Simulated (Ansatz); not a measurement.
System: LiCl (P6₃mc, No. 186, 4 atoms in the cell; start mp-1185319; a measured phase of this formula has another space group). Method: PBE0 (Ansatz, a program for electronic structure, PAW).

Run with plane-wave cutoff 460 eV, 9×9×4 k mesh (along the axes of the cell as run), Fermi–Dirac smearing 0.01 eV, scalar-relativistic PAW data made under PBE.

The cell is the one relaxed with PBEsol. Conventional cell: a = 3.8822 Å, b = 3.8822 Å, c = 6.1755 Å, α = 90.00°, β = 90.00°, γ = 120.00°.

```yaml
crystal:
  lattice:
    - [3.88215, 0.00000, 0.00000]
    - [-1.94108, 3.36204, 0.00000]
    - [0.00000, 0.00000, 6.17545]
  atoms:
    - { symbol: Li, position: [0.66667, 0.33333, 0.87874] }
    - { symbol: Li, position: [0.33333, 0.66667, 0.37874] }
    - { symbol: Cl, position: [0.66667, 0.33333, 0.49626] }
    - { symbol: Cl, position: [0.33333, 0.66667, 0.99626] }
```

Task: List the 10 lowest band energies at Γ above −25 eV (eV, relative to the valence band maximum), grouping those that round alike.

Result: At Γ: -14.09, -13.71, -2.36, -0.49 (×2), -0.11 (×2), 0.00, 8.12, 10.43.

Note: the run warned that its exchange threshold was loose for the stress; cell and atoms aren't relaxed at this level (pressure 0.5 GPa).

A start named mp-… is a Materials Project structure, which need not be a measured phase.
